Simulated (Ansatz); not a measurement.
# Response to strain in Cu

Base system: Cu in the fcc (Cu type) structure (space group Fm-3m, No. 225; a = 3.518 Å; relaxed with 0.1 eV smearing). Axes: x, y, z lie along the cube axes.

Strains are applied to the cell and any free atomic positions relax; under biaxial strain the out-of-plane vector relaxes too.

Method: Ansatz (a program for electronic structure), LDA, PAW, cutoff 420 eV, spin-orbit coupling left out.

```tsv
biaxial strain, plane normal [001], relaxed out of plane (%)	out-of-plane strain (%)
-3	4.11
-2.5	3.44
-2	2.77
-1.5	?
-1	1.40
-0.5	0.70
0	0.00
```

Task: Fit ε⊥ = −νε + γε² (strains in %) to the rows shown and predict the withheld row.

Result: Least squares on the printed values gives ν = 1.41 (the biaxial Poisson response) and γ = -0.014 (largest residual 0.00 %); this predicts 2.09 %, and the run gives 2.09 %, in agreement.

Stability against distortions was not tested. The final runs are not spin-polarised.
